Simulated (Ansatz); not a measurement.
System: Er5Si3 (P6₃/mcm, No. 193; cell taken from a computed entry). Method: PBEsol in Ansatz (PAW).

Numerical settings: plane-wave cutoff 500 eV, 6×6×6 k mesh, Fermi–Dirac smearing 0.05 eV, spin-polarised start, scalar-relativistic PAW data made under PBE.

Computed at the level's own relaxed cell.

Estimate the equilibrium volume per atom, lattice parameter a and lattice parameter c that the calculation returns.


* **equilibrium volume per atom**: 24.07 Å³/atom
* **lattice parameter a**: 8.363 Å
* **lattice parameter c**: 6.358 Å

The run finds no gap.

Note: the magnetic order was assumed, not searched for or taken from measurement; the relaxation could not lower the start's symmetry, so the cell can be a saddle point above a distorted one; the 4f shell is treated without U or exact exchange, so its levels and filling can be wrong.

Spin–orbit coupling is not included.

Static lattice: no zero-point or thermal effects.

Cost on a shared machine: about 40 core-minutes (a rough figure).

Ansatz is a quantum-chemistry and plane-wave program.
